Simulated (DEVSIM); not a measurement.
System: GaN p-n junction from an implanted or diffused profile, at 300 K.

```csv
layer (left to right),material,thickness (μm),Nd (cm⁻³),τn (s),τp (s)
1,GaN,9.00,8e14,1.3e-8,1.3e-8
```

Added acceptor profile: 3.8e18 cm⁻³ × exp(−(x − 0 μm)²/(2·(0.028 μm)²)). Left contact: ohmic. Right contact: ohmic. Voltage is applied to the left contact. Recombination: SRH at mid-gap, Auger. Mobility is constant in doping.

The device is made up for the run: typed textbook-type constants, with dimensions and the other settings drawn at random. Values at 300 K.

```
parameter         GaN
-------------  ------
gap (eV)         3.43
affinity (eV)     4.1
permittivity      9.5
Nc (cm⁻³)      2.3e18
Nv (cm⁻³)      4.6e19
μn (cm²/Vs)      1200
μp (cm²/Vs)       100
Cn (cm⁶/s)      1e-30
Cp (cm⁶/s)      1e-30
```

Model (solved in DEVSIM): 1D drift-diffusion, Boltzmann statistics, complete ionisation; no tunnelling, impact ionisation, image-force lowering or self-heating.

**Question.** Tabulate band edges, carrier densities and field at 3.1 V on the left contact.

**Answer.** Energies count from the Fermi level of the right contact; mesh points crowd at the junctions.

| x (μm) | Ec (eV) | Ev (eV) | n (cm⁻³) | p (cm⁻³) | field (V/cm) |
|---|---|---|---|---|---|
| 0.000 | 0.266 | -3.164 | < 1e2 | 3.8e18 | -650 |
| 0.01636 | 0.261 | -3.169 | 5.0e12 | 3.2e18 | -5400 |
| 0.03350 | 0.247 | -3.183 | 1.5e13 | 1.8e18 | -11000 |
| 0.05096 | 0.222 | -3.208 | 4.8e13 | 7.1e17 | -17000 |
| 0.07448 | 0.176 | -3.254 | 3.0e14 | 1.2e17 | -20000 |
| 0.09184 | 0.146 | -3.284 | 9.7e14 | 3.7e16 | -14000 |
| 0.1098 | 0.126 | -3.304 | 2.1e15 | 1.7e16 | -8600 |
| 0.1349 | 0.111 | -3.319 | 3.8e15 | 9.4e15 | -3900 |
| 0.1684 | 0.103 | -3.328 | 5.3e15 | 6.8e15 | -1400 |
| 0.2336 | 0.099 | -3.331 | 6.1e15 | 5.6e15 | -140 |
| 0.3609 | 0.099 | -3.331 | 6.1e15 | 5.3e15 | 73 |
| 0.7276 | 0.102 | -3.328 | 5.5e15 | 4.7e15 | 80 |
| 1.325 | 0.107 | -3.323 | 4.8e15 | 4.0e15 | 83 |
| 2.489 | 0.117 | -3.313 | 3.6e15 | 2.8e15 | 90 |
| 5.478 | 0.147 | -3.283 | 1.9e15 | 1.1e15 | 120 |
| 7.172 | 0.170 | -3.260 | 1.4e15 | 5.6e14 | 150 |
| 8.057 | 0.184 | -3.246 | 1.1e15 | 3.2e14 | 180 |
| 8.519 | 0.193 | -3.236 | 9.8e14 | 1.8e14 | 220 |
| 8.817 | 0.201 | -3.229 | 8.7e14 | 7.8e13 | 270 |
| 8.916 | 0.203 | -3.227 | 8.3e14 | 3.8e13 | 280 |
| 8.968 | 0.205 | -3.225 | 8.1e14 | 1.5e13 | 290 |
| 9.000 | 0.206 | -3.224 | 8.0e14 | < 1e2 | 290 |
